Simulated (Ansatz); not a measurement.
Consider interstitial O in alpha quartz, neutral cell. The step: a concerted move, in which O travels most; the atom moves 1.22 Å along (0.05, -0.04, -0.21) of the unit cell; the moving atom starts with neighbours O at 1.48; Si at 1.67 Å and ends with O at 1.48; Si at 1.67 Å. A PBE band in Ansatz (plane-wave PAW, the Γ point alone, 72 host sites, 63 SCF runs with any check of the saddle's order, static, no finite-size correction) gives a forward barrier of 1.18 eV. The saddle point's order was not checked, and it lies on a symmetry element of the cell, where a band can be held. The charge state is imposed; whether it is stable for some Fermi level was not computed. Sites that were not tried may lie lower.

Single points at the band's start and saddle point can refine it. Rough cost of one point, in units of the band's mean SCF on the same machine:

```
Level                                                     Cost of one point
--------------------------------------------------------  -----------------
PBE, a 2×2×2 k-point mesh shifted by half a step along c            about 9
r2SCAN at 500 eV, the Γ point alone                                 about 4
HSE06, Γ point alone                                               about 20
```

Question: Which of these move the barrier by more than 0.1 eV, and how far does each move it?

Answer: PBE, a 2×2×2 k-point mesh shifted by half a step along c: +0.01 eV; r2SCAN at 500 eV, the Γ point alone: +0.19 eV; HSE06, Γ point alone: +0.57 eV. Each functional is compared with PBE at the same k-points.

Ansatz is a quantum-chemistry and plane-wave program.
